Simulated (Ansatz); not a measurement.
Take GaP in the zinc blende structure (space group F-43m, No. 216; a = 5.439 Å) as the base.

Structures relaxed with PBEsol in Ansatz (plane waves to 420 eV, PAW, no spin-orbit coupling).

Base:

Simulated powder pattern, Mo Kα, λ = 0.71073 Å (kinematic, ideal powder, no thermal factors, no anomalous dispersion; the 10 strongest lines at most, above 2 %, up to 2θ = 40°):

```tsv
2θ (°)	I/Imax (%)	hkl
13.00	100	(111)
15.02	15	(200)
21.30	68	(220)
25.03	50	(311)
26.16	4.5	(222)
30.30	12	(400)
33.10	20	(331)
33.98	5.4	(420)
37.34	23	(422)
39.70	14	(511)
```

After one change:

Simulated powder pattern, Mo Kα, λ = 0.71073 Å (kinematic, ideal powder, no thermal factors, no anomalous dispersion; the 10 strongest lines at most, above 2 %, up to 2θ = 40°):

| 2θ (°) | I/Imax (%) |
|---|---|
| 13.13 | 100 |
| 15.17 | 15 |
| 21.52 | 67 |
| 25.29 | 49 |
| 26.43 | 4.4 |
| 30.62 | 11 |
| 33.44 | 20 |
| 34.34 | 5.3 |
| 37.73 | 22 |

**Question.** What was done to the base?
A. isotropic strain −1.00 %
B. isotropic strain +3.00 %
C. isotropic strain +2.00 %
D. isotropic strain −3.00 %

**Answer.** A, isotropic strain −1.00 %. Its volume per atom is 19.51 Å³ against 20.11 Å³, and its space group is F-43m (No. 216).

Whether these cells are dynamically stable was not tested.

Ansatz is an electronic-structure program.
